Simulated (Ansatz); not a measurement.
Base system: Ge in the diamond structure (space group Fd-3m, No. 227; a = 5.6744 Å).

All numbers come from Ansatz (a quantum-chemistry and plane-wave program), r2SCAN, PAW, cutoff 500 eV, no spin-orbit coupling.

Before the change:

| Item | Value |
|---|---|
| Band gap | 0.36 eV |

Perturbation: an isotropic linear strain of −0.32 %; the atoms relax in the strained cell.

Problem. What does the calculation give for the energy relative to the base, electron mass, hole mass and band gap after the change?

Solution. The energy goes up by 0.5 meV/atom; the electron mass comes out as 0.021 mₑ (at Γ); the hole mass (degenerate bands, along [100]) comes out as 0.021, 0.21, 0.21 mₑ (at Γ); the band gap rises by 0.09 eV to 0.45 eV.

Masses are band curvatures over ±0.01 Å⁻¹ around the edge. No phonon test of stability was made.
